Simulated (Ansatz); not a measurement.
# How far PBE and r2SCAN part for Be, pressure −2 GPa

Start from Be in the hcp (Mg type) structure (space group P6_3/mmc, No. 194; a = 2.2647 Å, c = 3.5612 Å).

(Cell as relaxed with PBE.)

Levels (all Ansatz, a quantum-chemistry and plane-wave program, PAW): PBE (420 eV, no SOC); r2SCAN (500 eV, scalar-relativistic without spin-orbit coupling).

Each level relaxes its own structure.

```csv
base,PBE,r2SCAN
volume per atom,7.91 Å³,7.91 Å³
lattice parameter a,2.265 Å,2.264 Å
band gap,zero,zero
```

It is then changed as follows: a negative pressure, −2 GPa.

```csv
quantity,PBE,r2SCAN
volume per atom,8.04 Å³,…
c/a ratio,1.571,…
band gap,zero,…
```

**Question.** Given the PBE results, estimate those of r2SCAN.

**Answer.** 
- volume per atom, r2SCAN: 8.04 Å³
- c/a ratio, r2SCAN: 1.573
- band gap, r2SCAN: zero

PBE's c/a ratio lies 0.002 below r2SCAN's; the two agree on the volume per atom and band gap. Neither level is exact; r2SCAN is the comparison here, not a measurement.

Load acts through the strain it causes; cell and atoms are relaxed under it. Stability against distortions was not tested.
